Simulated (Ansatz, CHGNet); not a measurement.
# NiAs-type NiSb: properties by level of theory

Reference values: lattice constant a 3.946 Å (measured, temperature not stated, not corrected to a static lattice; as tabulated in Wikipedia's data pages); lattice parameter c 5.148 Å (measured, temperature not stated, no zero-point or thermal correction; as tabulated in Wikipedia's data pages).

```tsv
level (code)	lattice constant a (Å)	lattice parameter c (Å)
CHGNet-r²SCAN	3.920	5.153
PBEsol (Ansatz)	3.916	5.070
PBEsol+SOC (Ansatz)	3.916	5.071
PBE-D4 (Ansatz)	3.923	5.107
r²SCAN+SOC (Ansatz)	3.931	5.122
```

Differences from the reference values (errors of the level alone only where the reference is corrected to a static lattice):

| level | lattice constant a (%) | lattice parameter c (%) |
|---|---|---|
| CHGNet-r²SCAN | -0.66 | +0.10 |
| PBEsol | -0.76 | -1.52 |
| PBEsol+SOC | -0.76 | -1.50 |
| PBE-D4 | -0.58 | -0.80 |
| r²SCAN+SOC | -0.38 | -0.51 |

Nearest: lattice constant a, not ranked (reference at room or unstated temperature); lattice parameter c, not ranked (reference at room or unstated temperature).

Machine-learned potentials (CHGNet-r²SCAN) are trained on DFT data: a solid inside that data is no test of them.

Ansatz's density-functional and Hartree–Fock values are scalar-relativistic unless marked +SOC, with PAW data made under PBE.

The crystal itself was run without spin with PBEsol, PBE-D4; a magnetic state was not tried in these runs.

Differences are worked out from the printed values.

Static lattice: no zero-point or thermal effects.

Ansatz is a first-principles code.
